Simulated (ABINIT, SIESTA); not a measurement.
A SIESTA input for a self-consistent single point of MnAgO₂ (C2/m, 4 atoms in the cell) (DFT, GGA PBEsol, numerical atomic orbitals DZP, PseudoDojo PBEsol standard norm-conserving potentials (rewritten from UPF to PSML)):

```
# files in the folder: Mn.psml Ag.psml O.psml (PseudoDojo PBEsol standard)
SystemName  MnAgO2
SystemLabel MnAgO2

NumberOfAtoms                4
NumberOfSpecies              3
%block ChemicalSpeciesLabel
  1 25 Mn
  2 47 Ag
  3 8 O
%endblock ChemicalSpeciesLabel
LatticeConstant              1.0 Bohr
%block LatticeVectors
     5.259474412   -2.752168782    0.000000000
     5.259474412    2.752168782    0.000000000
    -2.488476399    0.000000000   11.776682502
%endblock LatticeVectors
AtomicCoordinatesFormat      Fractional
%block AtomicCoordinatesAndAtomicSpecies
     0.500000000    0.500000000    0.500000000  1
     0.000000000    0.000000000    0.000000000  2
     0.100990000    0.100990000    0.335620000  3
     0.899010000    0.899010000    0.664380000  3
%endblock AtomicCoordinatesAndAtomicSpecies

XC.functional                GGA
XC.authors                   PBEsol
PAO.BasisSize                DZP
PAO.EnergyShift              0.005 Ry
MeshCutoff                   300 Ry
%block kgrid.MonkhorstPack
    7   0   0  0.0
    0   7   0  0.0
    0   0   3  0.0
%endblock kgrid.MonkhorstPack
OccupationFunction           FD
ElectronicTemperature        50.0 meV
Spin                         polarized
%block DM.InitSpin
  1 +4.00
  2 +0.00
  3 +0.00
  4 +0.00
%endblock DM.InitSpin

MaxSCFIterations             150
SCF.Mixer.Method             Broyden
SCF.Mixer.Weight             0.1
SCF.Mixer.History            6
SCF.DM.Tolerance             1.0E-05
Diag.ParallelOverK           true
WriteForces                  true
Charge.Mulliken              end
```

**Question.** Translate this input to ABINIT.

**Answer.** This is the input that was run; spellings and numerical settings could be chosen otherwise.

```
# MnAgO2, JTH v2.0 PBE PAW
pp_dirpath "./"
pseudos "Mn.GGA_PBE-JTH.xml, Ag.GGA_PBE-JTH.xml, O.GGA_PBE-JTH.xml"
acell 3*1.0 Angstrom
rprim
         2.7831940000   -1.4563850000    0.0000000000
         2.7831940000    1.4563850000    0.0000000000
        -1.3168450000    0.0000000000    6.2319520000
natom 4
ntypat 3
znucl 25 47 8
typat 1 2 3 3
xcart
         4.0152362124   -0.0000000000    5.8883412509
         0.0000000000    0.0000000000    0.0000000000
         0.2271261928    0.0000000000    3.9524901813
         7.8033462320   -0.0000000000    7.8241923206
ecut 30
pawecutdg 60
pawxcdev 0
ixc -116133
nsppol 2
spinat
      0 0 4
      0 0 0
      0 0 0
      0 0 0
occopt 3
tsmear 0.00183747
nband 28
kptopt 1
ngkpt 7 7 3
nshiftk 1
shiftk 0 0 0
nstep 100
tolvrs 1.0e-12
prtwf 0
prtden 0
enunit 1
```

Basis, cutoffs, solver keys and any potentials are the target program's own. This input uses DFT, PBEsol, plane waves, PAW (JTH v2.0 PBE PAW, files made for PBE).

The starting cell comes from a database of computed structures (which also holds hypothetical and non-ambient phases and stackings), without a prior relaxation at this level. Its lattice was rescaled by a random factor within 2.5 % of one.
